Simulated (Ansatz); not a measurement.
The reference is Si in the diamond structure (space group Fd-3m, No. 227; a = 5.4338 Å).

Method: PBEsol/PAW in Ansatz (a quantum-chemistry and plane-wave program), no spin-orbit coupling.

One change was made to it. Results:

The shortest interatomic distance drops by 0.0074 Å, from 2.353 Å to 2.345 Å; the band gap drops by 0.02 eV (0.47 eV → 0.45 eV); the density goes up by 0.02 g/cm³ to 2.35 g/cm³.

Task: What was done to the base?
A. pressure −1 GPa
B. pressure 15 GPa
C. pressure 0.9 GPa
D. pressure 22.5 GPa

Result: C, pressure 0.9 GPa. For comparison, the shortest interatomic distance in the other runs: pressure 15 GPa gives 2.258 Å; pressure 22.5 GPa gives 2.224 Å; pressure −1 GPa gives 2.361 Å.

Load acts through the strain it causes; cell and atoms are relaxed under it. Whether these cells are dynamically stable was not tested. Measured, Si leaves this structure (for the β-tin structure) near 12 GPa (room temperature; as listed in arXiv:1906.07825). The zero or small gap of Si under pressure 15 GPa and Si under pressure 22.5 GPa can change with the level of theory.
